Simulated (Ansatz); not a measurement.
**Quick settings and what they miss: Nb (Im-3m, 1 atom in the cell)**

Self-consistent single point.

```
Nb
1.0
   -1.69000     1.69000     1.69000
    1.69000    -1.69000     1.69000
    1.69000     1.69000    -1.69000
Nb
1
Cartesian
  0.00000   0.00000   0.00000
```

Level of theory: PBE, harder PAW files (source: ansatz) (plane waves; Ansatz, a program for electronic structure).

Base settings: basis.ecutwfc = 710 eV; kpoints.mp_grid.grid = 11 11 11; hamiltonian.xc = pbe; hamiltonian.pseudopotentials = {kind: paw, source: ansatz}; scf.occupations.method = cold; scf.occupations.width = 0.1 eV.

Tight run (finer mesh or higher cutoff; not a proven limit): basis.ecutwfc: 710 eV → 990 eV; kpoints.mp_grid.grid: 11 11 11 → 15 15 15; scf.convergence.dr2_threshold: default (1e-07 eV) → 1e-09 eV. It gave Fermi level (on the code's own zero) 16.53 eV; pressure -9.41 GPa.

Quick runs, as changes from the base:
- A: the base itself
- B: basis.ecutwfc: 710 eV → 495 eV; kpoints.mp_grid.grid: 11 11 11 → 4 4 4; hamiltonian.xc: pbe → lda; scf.convergence.dr2_threshold: default (1e-07 eV) → 0.0001 eV [LDA (PW92)]
- C: basis.ecutwfc: 710 eV → 425 eV; kpoints.mp_grid.grid: 11 11 11 → 1 1 1; scf.occupations.method: cold → gaussian; scf.occupations.width: 0.1 eV → 0.272 eV; scf.convergence.dr2_threshold: default (1e-07 eV) → 0.0001 eV
- D: basis.ecutwfc: 710 eV → 355 eV; kpoints.mp_grid.grid: 11 11 11 → 2 2 2; kpoints.mp_grid.shift: default → 0.5 0.5 0.5
- E: basis.ecutwfc: 710 eV → 565 eV; kpoints.mp_grid.grid: 11 11 11 → 2 2 2; hamiltonian.xc: pbe → lda; scf.occupations.method: cold → gaussian; scf.occupations.width: 0.1 eV → 0.2 eV; kpoints.mp_grid.shift: default → 0.5 0.5 0.5 [LDA (PW92)]
- F: kpoints.mp_grid.grid: 11 11 11 → 4 4 4; scf.convergence.dr2_threshold: default (1e-07 eV) → 0.001 eV

Energies are extrapolated to zero smearing width, which holds to low order in the width alone.

Dashes: energy of B, E, another energy zero.

† marks runs with another functional, U, potentials or spin treatment: their distance from the tight run is not a convergence error alone.

The count of work is k-points × plane waves × bands × iterations; it is no time. 

Pressures in the table are Ansatz's without its Pulay estimate, at a fixed set of plane waves; the tight run's value above holds the estimate.

The starting cell comes from a database of computed structures (which also holds hypothetical and non-ambient phases and stackings), without a prior relaxation at this level. Its lattice was rescaled by a random factor within 2.5 % of one. Spin polarisation is off. In the base run, with a pressure of about -9 GPa the cell is away from its equilibrium volume at this level.

```csv
run,energy less tight (meV/atom),pressure less tight (GPa),count of work / tight
A,3.7,0.45,0.22
B†,–,-8.70,0.016
C,411.3,89.05,0.0016
D,2749.2,-0.73,0.0033
E†,–,18.15,0.0061
F,-47.5,2.16,0.021
```

Among the runs at the tight run's level, the energy misses run from 3.7 to 2749.2 meV/atom.

Keys are those of Ansatz 0.2.
